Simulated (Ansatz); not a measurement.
System: In-vacancy pair (In on one host Ru site, one Ru site vacant) in hcp Ru (neutral cell). The step: direct exchange of In with the vacancy (In-vacancy distance between ideal sites 2.66 Å throughout); the atom moves 2.29 Å along (-0.58, -0.29, 0.43) of the unit cell; the moving atom starts with neighbours 2 Ru at 2.68, 2 Ru at 2.71, 3 Ru at 2.78, 4 Ru at 2.86 Å and ends with 2 Ru at 2.68, 2 Ru at 2.71, 3 Ru at 2.78, 4 Ru at 2.86 Å. A PBE band in Ansatz (plane-wave PAW, a 2×2×2 k-point mesh shifted by half a step along c, 36 host sites, 39 SCF runs with any check of the saddle's order, static, no finite-size correction) gives a forward barrier of 0.77 eV. The program found a first-order saddle point. Forms of the defect that were not tried may lie lower.

Single points at the band's start and saddle point can refine it. Rough cost of one point, in units of the band's mean SCF on the same machine:

```json
[
 {"Level": "PBE, a 4×4×4 k-point mesh shifted by half a step along c", "Cost of one point": "about 7"},
 {"Level": "r2SCAN at 500 eV, a 2×2×2 k-point mesh shifted by half a step along c", "Cost of one point": "about 3"}
]
```

Q: Which of these move the barrier by more than 0.1 eV, and how far does each move it?

A: Not one does. PBE, a 4×4×4 k-point mesh shifted by half a step along c: +0.01 eV; r2SCAN at 500 eV, a 2×2×2 k-point mesh shifted by half a step along c: 0.00 eV. Each functional is compared with PBE at the same k-points.

Ansatz is an electronic-structure program.
